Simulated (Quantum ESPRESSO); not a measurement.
Quantum ESPRESSO run on Ba₂PdO₃ (Immm, 6 atoms in the cell): self-consistent single point.

Level of theory: PBEsol, GBRV 1.5 ultrasoft (PBESOL) pseudopotentials (plane waves; Quantum ESPRESSO 7.5).

The change in words: lattice scaled by 0.98. Reference geometry:
```
Ba2PdO3
1.0
   -1.92713     2.04414     6.64229
    1.92713    -2.04414     6.64229
    1.92713     2.04414    -6.64229
Ba Pd O
2 1 3
Direct
  0.64529   0.64529   0.00000
  0.35471   0.35471   0.00000
  0.00000   0.00000   0.00000
  0.84579   0.84579   0.00000
  0.15421   0.15421   0.00000
  0.50000   0.00000   0.50000
```

Reference input (self-consistent single point, DFT, PBEsol, plane waves, GBRV 1.5 ultrasoft (PBESOL) pseudopotentials): ecutwfc = 40 Ry; ecutrho = 320 Ry; occupations = smearing; smearing = gauss; degauss = 0.0099958 Ry; potentials = {Ba: ba_pbesol_v1.uspp.F.UPF, Pd: pd_pbesol_v1.4.uspp.F.UPF, O: o_pbesol_v1.2.uspp.F.UPF}; K_POINTS = automatic 6 6 6 0 0 0; conv_thr = 1e-10 Ry; mixing_beta = 0.3. This run's input differs from it in these lines:

```diff
@@ -35,5 +35,5 @@
 CELL_PARAMETERS {angstrom}
-  -1.92713200     2.04413600     6.64228800
-   1.92713200    -2.04413600     6.64228800
-   1.92713200     2.04413600    -6.64228800
+  -1.88858900     2.00325300     6.50944200
+   1.88858900    -2.00325300     6.50944200
+   1.88858900     2.00325300    -6.50944200
```

The program printed (abridged):

```
     Self-consistent Calculation

     iteration #  1     ecut=    40.00 Ry     beta= 0.30

     negative rho (up, down):  2.586E-01 0.000E+00

     total energy              =    -434.75812824 Ry
     estimated scf accuracy    <       4.66368945 Ry

     iteration #  2     ecut=    40.00 Ry     beta= 0.30

     negative rho (up, down):  2.575E-01 0.000E+00

     total energy              =    -435.93466477 Ry
     estimated scf accuracy    <       1.41264481 Ry

     iteration #  3     ecut=    40.00 Ry     beta= 0.30

     negative rho (up, down):  2.556E-01 0.000E+00

     total energy              =    -436.10879281 Ry
     estimated scf accuracy    <       0.06901558 Ry

   [... 9 blocks of this kind left out ...]

     iteration # 13     ecut=    40.00 Ry     beta= 0.30

     negative rho (up, down):  2.503E-01 0.000E+00

     total energy              =    -436.10936265 Ry
     estimated scf accuracy    <          2.4E-10 Ry

     iteration # 14     ecut=    40.00 Ry     beta= 0.30

     negative rho (up, down):  2.503E-01 0.000E+00
     End of self-consistent calculation

     the Fermi energy is    11.6920 ev

!    total energy              =    -436.10936265 Ry
     estimated scf accuracy    <          3.9E-11 Ry
     smearing contrib. (-TS)   =      -0.00057230 Ry
     internal energy E=F+TS    =    -436.10879036 Ry

     convergence has been achieved in  14 iterations

     negative rho (up, down):  2.503E-01 0.000E+00

     Forces acting on atoms (cartesian axes, Ry/au):

     atom    1 type  1   force =    -0.00000000   -0.00000000    0.00411744
     atom    2 type  1   force =     0.00000000   -0.00000000   -0.00411744
     atom    3 type  2   force =    -0.00000000   -0.00000000    0.00000000
     atom    4 type  3   force =    -0.00000000    0.00000000   -0.01852277
     atom    5 type  3   force =     0.00000000   -0.00000000    0.01852277
   [... lines left out ...]
     Total force =     0.026835     Total SCF correction =     0.000011
   [... lines left out ...]

     negative rho (up, down):  2.503E-01 0.000E+00
          total   stress  (Ry/bohr**3)                   (kbar)     P=       60.30
   0.00027489  -0.00000000   0.00000000           40.44       -0.00        0.00
   0.00000000   0.00046448  -0.00000000            0.00       68.33       -0.00
  -0.00000000  -0.00000000   0.00049027           -0.00       -0.00       72.12

   JOB DONE.
```

The run converged in 14 iterations. Against the reference run the free energy goes up by 15.0 meV/atom, the pressure goes from -1.12 to 6.03 GPa and the largest force goes from 0.120 to 0.476 eV/Å.

The starting cell comes from a database of computed structures (which also holds hypothetical and non-ambient phases and stackings), without a prior relaxation at this level. Its lattice was rescaled by a random factor within 2.5 % of one. For this run, on top of that: lattice scaled by 0.98. Spin polarisation is off. With a pressure of about 6 GPa the cell is away from its equilibrium volume at this level.

Cost on one core of a shared machine: roughly 4 min.
